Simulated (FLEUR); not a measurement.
Input and output of a self-consistent single point for Hf3Co (Pm-3m, 4 atoms in the cell) (FLEUR).

Method: FLEUR with LDA (Perdew-Zunger), all-electron FLAPW (FLEUR), scalar-relativistic valence.

The change in words: lattice scaled by 0.98. Reference geometry:
```
Hf3Co
1.0
    4.24227     0.00000     0.00000
    0.00000     4.24227     0.00000
    0.00000     0.00000     4.24227
Hf Co
3 1
Cartesian
  0.00000   2.12114   2.12114
  2.12114   0.00000   2.12114
  2.12114   2.12114   0.00000
  0.00000   0.00000   0.00000
```
Moments meant for the start (each program seeds them in its own way; μB, in the order of the atoms Hf Hf Hf Co): 0.0 0.0 0.0 3.0.

Reference input (self-consistent single point, DFT, LDA (Perdew-Zunger), all-electron FLAPW (FLEUR), scalar-relativistic valence): Kmax = 3.8 1/bohr; GmaxXC = 15.2 1/bohr; xcFunctional = pz; jspins = 2; l_soc = F; mode = gauss; fermiSmearingEnergy = 0.00367493 Htr; mesh (inpgen div1-3) = 6 6 6; inpgen gamma flag = true; Gmax = 15.2 1/bohr; numbands = 0; maxIterBroyd = 25. This run's input differs from it in these lines:

```diff
@@ -3,5 +3,5 @@
 &input film=f /
-4.2422700000 0.0000000000 0.0000000000
-0.0000000000 4.2422700000 0.0000000000
-0.0000000000 0.0000000000 4.2422700000
+4.1574250000 0.0000000000 0.0000000000
+0.0000000000 4.1574250000 0.0000000000
+0.0000000000 0.0000000000 4.1574250000
 1.8897261246
@@ -46,5 +46,5 @@
          <bravaisMatrix>
-            <row-1>    8.0167284466068427     0.0000000000000000     0.0000000000000000</row-1>
-            <row-2>    0.0000000000000000     8.0167284466068427     0.0000000000000000</row-2>
-            <row-3>    0.0000000000000000     0.0000000000000000     8.0167284466068427</row-3>
+            <row-1>    7.8563946335651540     0.0000000000000000     0.0000000000000000</row-1>
+            <row-2>    0.0000000000000000     7.8563946335651540     0.0000000000000000</row-2>
+            <row-3>    0.0000000000000000     0.0000000000000000     7.8563946335651540</row-3>
          </bravaisMatrix>
```

Log, with long lists cut:

```
 Iteration:     1   Distance:      28.42469429 me/bohr^3
 Iteration:     2   Distance:      19.06869558 me/bohr^3
 Iteration:     3   Distance:      16.16095266 me/bohr^3
 Iteration:     4   Distance:      12.91416625 me/bohr^3
 Iteration:     5   Distance:       7.18074757 me/bohr^3
   [... 38 lines left out ...]
 Iteration:    44   Distance:       0.00014988 me/bohr^3
 Iteration:    45   Distance:       0.00013413 me/bohr^3
 Iteration:    46   Distance:       0.00003267 me/bohr^3
 Iteration:    47   Distance:       0.00000938 me/bohr^3
 Run finished successfully
 Stop message:
   Structural relaxation: Done

[file out, last iteration]
             iter=     48
[...]
          total density-effective poten   -8.0493242152E+04
          total charge density-energy d   -9.5991748497E+02
 Updated energy parameters for spin:           1
 Updated energy parameters for spin:           2
[...]
 fermi energy and band-weighting factors:
   [... 6 lines left out ...]

[...]
FERMIE:
          first approx. to ef    (T=0)  :   0.420882 htr   (energy of the highest occ. eigenvalue)
          number of occ. states  (T=0)  :       1857
          first approx. to seigv (T=0)  : -25.888776 htr
          sum of weights of occ. states :  93.009259
          sum of semicore charge        :   0.000000 e
          fermi energy=   0.42076 har   work function= -11.44940 ev
   [... lines left out ...]
          total moment                 =     0.00000
 Direct bandgap for spin            1 :    5.5783267395846381E-003  Htr
 Direct bandgap for spin            2 :    5.5783239515432848E-003  Htr
   [... lines left out ...]
          interst. charge =       2.663014
          mt charge=             12.132328    7.440002
          total charge for spin  2=   46.500002
          interst. charge =       2.663014
          mt charge=             12.132328    7.440004
          total charge  =   93.000002
               n    l     j    energy       weight
   [... 11 lines left out ...]
          atom type    1  (spin 1)
          0.00000059  electrons lost from core.
```

The run converged in 47 iterations. FLEUR gives forces in its relaxation mode, with a further iteration, so its stop message speaks of a relaxation. Against the reference run the total energy goes down by 40.8 meV/atom.

The starting cell comes from a database of computed structures (which also holds hypothetical and non-ambient phases and stackings), without a prior relaxation at this level. For this run, on top of that: lattice scaled by 0.98. Spin-orbit coupling is off. The starting moments vanished: the run ended non-magnetic, which need not be the lowest state. Values depend on the basis (sphere radii, cutoffs, local orbitals), which need not be converged. The log's line on a gap gives a spacing of levels on this mesh, which the program prints for metals too.

Cost on one core of a shared machine: roughly 9 min.
